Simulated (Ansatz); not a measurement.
Base system: Na in the bcc (W type) structure (space group Im-3m, No. 229; relaxed with 0.1 eV smearing).

Na has the cubic space group Im-3m (No. 229), the bcc (W type) structure, Pearson symbol cI2. Cell: a = 4.1735 Å, b = 4.1735 Å, c = 4.1735 Å, α = 90.00°, β = 90.00°, γ = 90.00°. Na on 2a has 8 Na at 3.614 Å and 6 Na at 4.173 Å. (Neighbours: up to the widest gap in distance over summed covalent radii, below 1.35, at either atom.)
(The calculation used a cell of 1 atom; values per cell refer to that cell.)

Method: PBEsol in Ansatz (plane waves to 420 eV, PAW, spin-orbit coupling left out).

Strains are applied to the cell and any free atomic positions relax.

One change was made to it. Results:

| quantity | base | after |
|---|---|---|
| energy relative to the base (free energy F) | 0 meV/atom | +1.7 meV/atom |
| pressure | 0.0 GPa | -0.3 GPa |

Problem. Name the change that was made.
A) isotropic strain +2.50 %
B) isotropic strain −2.50 %
C) isotropic strain +1.50 %
D) isotropic strain +3.00 %

Solution. C, isotropic strain +1.50 %. For comparison, the energy relative to the base in the other runs: isotropic strain −2.50 % gives +5.3 meV/atom; isotropic strain +3.00 % gives +6.7 meV/atom; isotropic strain +2.50 % gives +4.7 meV/atom.

Stability against distortions was not tested.

Ansatz is a quantum-chemistry and plane-wave program.
